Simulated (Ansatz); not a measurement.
MgTe (P6_3mc), PBE with spin-orbit coupling, rigid bands in Ansatz (a first-principles code). Condition of this run: functional PBE, cell relaxed with it. Band gap 2.11 eV, N_c = 1.85e18 cm⁻³ and N_v = 5.08e19 cm⁻³ at 300 K, conductivity masses along z (a = (4.61, 0.00, 0.00) Å; b = (-2.30, 3.99, 0.00) Å; c = (0.00, 0.00, 7.50) Å) of 0.165 mₑ (electrons) and 0.997 mₑ (holes). Take k_BT = 0.02585 eV.

Q: What thermal injection velocity √(2k_BT/πm) limits a ballistic channel along the direction named?

A: 1.32e7 cm/s for electrons and 5.39e6 cm/s for holes, a ratio of √(m_h/m_e) = 2.46, for dilute carriers.

Q: A film of it is 8 nm thick, with its normal along the direction named. Estimate the confinement energies in an infinite well.

A: ħ²π²/(2m t²) = 0.376 eV·nm²/(m/mₑ × t²) gives 35.6 meV for electrons and 5.89 meV for holes, so the gap would widen to about 2.15 eV. Finite barriers and nonparabolic bands lower this, and with several valleys or bands the heaviest mass along the normal sets the lowest level, not this average.

Q: Find the intrinsic carrier density and the intrinsic Fermi level.

A: n_i = √(N_c N_v) exp(−E_g/2k_BT) = 9.69e18 × exp(−40.81) = 1.8e1 cm⁻³. The level lies (k_BT/2) ln(N_v/N_c) = 43 meV from mid-gap (positive towards the conduction band). Each 0.1 eV added to the gap lowers n_i by a factor of 6.9.

Rigid bands with the computed gap; masses take one relaxation time for all states.
